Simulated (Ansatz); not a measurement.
System: interstitial Mg in rock-salt MgO (charge state +2). The step: several atoms move together, Mg the farthest; the atom moves 2.12 Å along (0.50, 0.00, 0.00) of the unit cell; the moving atom starts with neighbours 4 Mg at 2.30; 4 O at 1.86 Å and ends with 4 Mg at 2.30; 4 O at 1.86 Å. A PBE band in Ansatz (plane-wave PAW, the Γ point alone, 64 host sites, 22 SCF runs with any check of the saddle's order, static, no finite-size correction) gives a forward barrier of 1.16 eV. The saddle point's order was not checked, and it lies on a symmetry element of the cell, where a band can be held. The charge state is imposed; whether it is stable for some Fermi level was not computed. Sites that were not tried may lie lower.

Single points at the band's start and saddle point can refine it. Rough cost of one point, in units of the band's mean SCF on the same machine:

| Level | Cost of one point |
|---|---|
| PBE, a 2×2×2 k-point mesh shifted by half a step | about 9 |
| r2SCAN at 500 eV, the Γ point alone | about 3 |

Question: Which of these move the barrier by more than 0.1 eV, and how far does each move it?

Answer: Not one does. PBE, a 2×2×2 k-point mesh shifted by half a step: +0.02 eV; r2SCAN at 500 eV, the Γ point alone: +0.07 eV. Each functional is compared with PBE at the same k-points.

Ansatz is a quantum-chemistry and plane-wave program.
